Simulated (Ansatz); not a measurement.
Consider this model of amorphous Si24O51Sc2.

```xyz
77
Lattice="10.4835 0.0000 0.0000 0.0000 10.4835 0.0000 0.0000 0.0000 10.4835" Properties=species:S:1:pos:R:3 pbc="T T T"
Si    10.4809     4.9870     3.1658
Si     4.4531     4.5068     4.1469
Si     8.1300     9.6238     2.1865
Si     4.7601     8.5726     6.8785
Si     3.0260    10.2700     8.1263
Si     0.3486     0.6565     8.8478
Si     1.6702     0.7701     5.3670
Si     4.6298     4.2835     0.9866
Si     8.0938     5.0180     7.3402
Si     6.7450     8.9546    10.1618
Si     6.9771     5.7681    10.0428
Si    10.4472     8.0964     3.7547
Si     9.9749     1.2708     1.2072
Si     1.7776     4.1702     0.5862
Si     5.1531     7.5626     4.2785
Si     1.7126     3.8807     5.3929
Si     9.9044     9.6663     6.2458
Si     1.8574    10.0765     2.5760
Si     8.4769     3.9332     1.3984
Si     4.9004     9.7240     2.0137
Si     5.7669     0.5370     7.9189
Si     6.5075     2.7921     5.8694
Si     7.4136     7.8099     6.2289
Si     0.4804     3.8422     8.2167
O      8.2935     6.4873     6.6017
O      8.3346     9.1831     6.3140
O      2.0802     2.5734     0.6873
O      6.1293     7.7807     7.2753
O      0.9386     4.7926     1.8564
O      1.4512     4.2690     6.9588
O      4.1416     7.9321     5.5326
O      1.8984     0.1540     9.2567
O      3.1218     9.9356     1.5532
O      9.0418     8.7157     3.1576
O      2.3358     0.0900     4.0553
O     10.2786     9.9880     7.8174
O      2.4066     0.1338     6.6827
O      0.1424     8.4809     5.3518
O      8.3136     5.1543     0.3058
O      9.5087     4.5014     7.9414
O      6.2819     1.9453     7.3117
O      5.3570     9.2093     0.5005
O      2.0917     2.3112     5.3417
O      0.0288     0.5314     5.4754
O      4.2743     0.7530     8.7132
O     10.4814     6.5109     3.6828
O      1.0484     4.4440     9.6135
O      5.0938     5.9848     3.9828
O      6.9423     7.3881     9.7806
O      4.7760     2.9161     0.1373
O      5.2903    10.1207     6.6297
O      4.6074     3.8842     2.6317
O      4.8836     0.9223     2.0629
O      9.6932     2.8542     0.9939
O      6.6264     9.9095     2.7208
O      0.3816     2.1765     8.2476
O      7.0053     1.8195     4.7000
O      5.7153     5.4143     0.5164
O      8.0636     9.1589     0.6357
O      1.1486     8.6330     2.7843
O      2.9268     4.7127     4.6981
O      6.7074    10.1205     8.9472
O      6.7116     7.8296     4.7464
O      0.7634     0.6884     2.0353
O      3.1887     4.9970     0.6459
O      9.9662     0.5860    10.2097
O      6.9843     5.1179     8.5390
O      4.6277     8.4535     3.0332
O      3.6140     8.7322     8.0584
O      5.1655     3.5730     5.2914
O      8.9466     4.6127     2.8035
O      7.1456     3.0877     1.6329
O      7.5848     3.9532     6.2362
O      0.4019     4.0811     4.4574
O      8.6820     0.7170     2.1163
Sc     3.6170     1.4151     0.3911
Sc     6.6489     1.6211     2.7977
```

These are PBE, scalar-relativistic without spin-orbit coupling (plane waves to 420 eV, PAW; Ansatz, a quantum-chemistry and plane-wave program) values and carry that method's errors.

It comes from a melt-quench run on a machine-learned potential (CHGNet), relaxed afterwards by DFT. O atoms were pushed apart under 1.9 Å during the dynamics, to hinder bonds among them. The hot cell started wider than the set density and was brought back towards it in steps. It is the lowest in DFT energy of 2 quenches. It is a model cell: composition and starting density were chosen by hand, and all elements were melted together. No dispersion term was used. Its density started from a set value of 2.28 and ended at 2.28 g/cm³. The simulated quench (nominally 480 K/ps over its main leg) is rapid and tends to freeze in more defects than a deposited or slowly cooled glass has. One small periodic cell is one sample of the glass; other quenches scatter about these values. The volume was held where the preparation left it, at a PBE pressure of -0.1 GPa (tension). Stress components on the final sampling reach 1.8 GPa.

Bonds are counted up to Si-Si 2.60 Å, Si-O 2.02 Å, Si-Sc 2.93 Å, O-O 1.58 Å, O-Sc 2.60 Å, Sc-Sc 3.41 Å. Two cations that share two anions don't count as bonded, nor two that share one unless they lie closer than Si-Si 2.38 Å, Si-Sc 2.85 Å, Sc-Sc 3.32 Å.

Task: Give the coordination numbers, mean bond lengths and angles.

Result: 
```yaml
Mean coordination of Si by anions: 4.04 (23 with 4, 1 with 5)
Mean coordination of O: 2.10 (46 with 2, 5 with 3)
Mean coordination of Sc by anions: 5.00 (2 with 5)
Mean Si-O bond: 1.643 Å (spread 0.039 Å, 97 counted)
Mean O-Sc bond: 2.115 Å (spread 0.171 Å, 10 counted)
Bond angle at Si: mean 109.3°, spread 8.2°
Bond angle at O: mean 133.8°, spread 18.0°
Bond angle at Sc: mean 103.4°, spread 22.7°
```

Task: Which atoms depart from the most common coordination of their element?

Result: Si20 has 5 (O68 1.65 Å, O42 1.66 Å, O53 1.68 Å, O33 1.85 Å, O55 1.87 Å); O33 has 3 (Si18 1.63 Å, Si20 1.85 Å, Sc76 2.33 Å); O45 has 3 (Si5 1.68 Å, Si21 1.70 Å, Sc76 2.35 Å); O53 has 3 (Si20 1.68 Å, Sc77 2.04 Å, Sc76 2.15 Å); O55 has 3 (Si3 1.62 Å, Si20 1.87 Å, Sc77 2.20 Å); O75 has 3 (Si3 1.67 Å, Si13 1.67 Å, Sc77 2.33 Å).

Task: List the pairs of like atoms that count as bonded by the rules above.

Result: There are none by these rules.
